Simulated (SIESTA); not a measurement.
SIESTA run on Ge2Mo (I4mm, 3 atoms in the cell): self-consistent single point.

Level of theory: SIESTA 5.4.2 with LDA PW92, numerical atomic orbitals TZP, PseudoDojo LDA standard norm-conserving potentials (rewritten from UPF to PSML).

```
CELL_PARAMETERS angstrom
     -1.66840     1.66840     4.11366
      1.66840    -1.66840     4.11366
      1.66840     1.66840    -4.11366
ATOMIC_POSITIONS crystal
  Ge 0.66775 0.66775 0.00000
  Ge 0.33833 0.33833 0.00000
  Mo 0.00000 0.00000 0.00000
```

Reference input (self-consistent single point, DFT, LDA PW92, numerical atomic orbitals TZP, PseudoDojo LDA standard norm-conserving potentials (rewritten from UPF to PSML)): XC.functional = LDA; XC.authors = PW92; potentials = PseudoDojo LDA standard; PAO.BasisSize = TZP; PAO.EnergyShift = 0.005 Ry; MeshCutoff = 300 Ry; kgrid.MonkhorstPack = 6 6 6; OccupationFunction = MP; OccupationMPOrder = 0; ElectronicTemperature = 1160.45 K; MaxSCFIterations = 150; SCF.Mixer.Method = Pulay. This run's input differs from it in these lines:

```diff
@@ -29,5 +29,5 @@
 %block kgrid.MonkhorstPack
-    6   0   0  0.0
-    0   6   0  0.0
-    0   0   6  0.0
+   10   0   0  0.0
+    0  10   0  0.0
+    0   0  10  0.0
 %endblock kgrid.MonkhorstPack
@@ -35,3 +35,3 @@
 OccupationMPOrder            0
-ElectronicTemperature        1160.45 K
+ElectronicTemperature        11604.52 K
```

Output (repeated stretches shortened):

```
        iscf     Eharris(eV)        E_KS(eV)     FreeEng(eV)     dDmax    Ef(eV) dHmax(eV)
   scf:    1    -6740.682598    -6765.153422    -6765.663812  1.361503 -3.799577 11.886405
   scf:    2    -6770.893823    -6768.389863    -6768.902689  0.154484 -4.179980  6.987180
   scf:    3    -6770.138492    -6769.865303    -6770.392105  0.191111 -4.720650  1.908668
   scf:    4    -6769.595122    -6769.813138    -6770.362364  0.174079 -4.711036  1.982765
   scf:    5    -6768.042112    -6769.402618    -6769.984659  0.143632 -5.218887  3.688993
   [... 5 lines left out ...]
   scf:   11    -6769.943089    -6769.943137    -6770.506356  0.000247 -4.908167  0.000250
   scf:   12    -6769.943142    -6769.943140    -6770.506356  0.000011 -4.908131  0.000619
   scf:   13    -6769.943130    -6769.943135    -6770.506356  0.000017 -4.908195  0.000056
   scf:   14    -6769.943134    -6769.943134    -6770.506356  0.000001 -4.908201  0.000003
SCF Convergence by DM+H criterion
max |DM_out - DM_in|         :     0.0000014862
max |H_out - H_in|      (eV) :     0.0000034087
SCF cycle converged after 14 iterations

Using DM_out to compute the final energy and forces

siesta: E_KS(eV) =            -6769.9431

siesta: E_KS - E_eggbox =     -6769.9431

siesta: Atomic forces (eV/Ang):
     1   -0.000319   -0.000319   -0.495348
     2   -0.000019   -0.000019    0.284072
     3   -0.000022   -0.000022    0.210613
   Tot   -0.000360   -0.000360   -0.000663
   Max    0.495348
   Res    0.202875    sqrt( Sum f_i^2 / 3N )
   Max    0.495348    constrained

Stress tensor Voigt[x,y,z,yz,xz,xy] (kbar):       58.24       58.24        5.09       -0.04       -0.04        0.03
(Free)E + p*V (eV/cell)    -6771.6647
Target enthalpy (eV/cell)    -6770.5064

   [... lines left out ...]
siesta: FreeEng =     -6770.506356
   [... lines left out ...]
siesta:     0.036349    0.000016   -0.000027
siesta:     0.000016    0.036349   -0.000027
siesta:    -0.000027   -0.000027    0.003174

siesta: Cell volume =         45.802135 Ang**3

siesta: Pressure (static):
siesta:                Solid            Molecule  Units
siesta:          -0.00027545         -0.00012257  Ry/Bohr**3
siesta:          -0.02529052         -0.01125356  eV/Ang**3
siesta:         -40.51987460        -18.03019108  kBar
```

The run converged in 14 iterations. Against the reference run the free energy drops by 78.8 meV/atom, the pressure goes from -6.22 to -4.05 GPa and the largest force goes from 0.636 to 0.495 eV/Å.

The starting cell comes from a database of computed structures (which also holds hypothetical and non-ambient phases and stackings), without a prior relaxation at this level. Its lattice was rescaled by up to half a per cent. One atom was moved a little off its site on purpose. Spin polarisation is off. Values carry the incompleteness of an atom-centred basis. With a pressure of about -4 GPa the cell is away from its equilibrium volume at this level.

Cost on one core of a shared machine: roughly 6 min.
